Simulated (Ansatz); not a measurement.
# hypothetical P4_2/mnm GaN with two functionals, holes 7.0×10^21 cm⁻³

Consider GaN (space group P4_2/mnm, No. 136; a = 5.535 Å, c = 3.214 Å; a hypothetical phase, not in the database extracts checked).

(Cell as relaxed with PBE.)

Levels (all Ansatz, a program for electronic structure, PAW): PBE (420 eV, scalar-relativistic without spin-orbit coupling); PBEsol (420 eV, no spin-orbit coupling).

Each level relaxes its own structure.

```tsv
base	PBE	PBEsol
volume per atom	12.31 Å³	11.91 Å³
lattice parameter a	5.535 Å	5.470 Å
band gap	1.73 eV	1.87 eV
```

Now apply this change: holes 7.0×10^21 cm⁻³, on a uniform background at fixed cell.

| quantity | PBE | PBEsol |
|---|---|---|
| gap between the host's bands | 1.91 eV | 2.05 eV |
| Fermi level relative to the doped band's edge (positive inside the band; to 0.05 eV) | +0.40 eV | +0.40 eV |
| gap character | indirect, M–Γ (86 % along) → Γ | indirect, M–Γ (86 % along) → Γ |
| shift of the gap caused by the change | +0.18 eV | +0.18 eV |

PBE's gap between the host's bands lies 0.14 eV below PBEsol's; the two agree on the Fermi level from band edge, gap character and shift of the gap caused by the change. Neither level is exact; PBEsol is the comparison here, not a measurement.

Charged cell with a jellium background: band edges are those of the host's band count, energies are not comparable with the neutral cell, and many-body gap narrowing is missing. Stability against distortions was not tested.
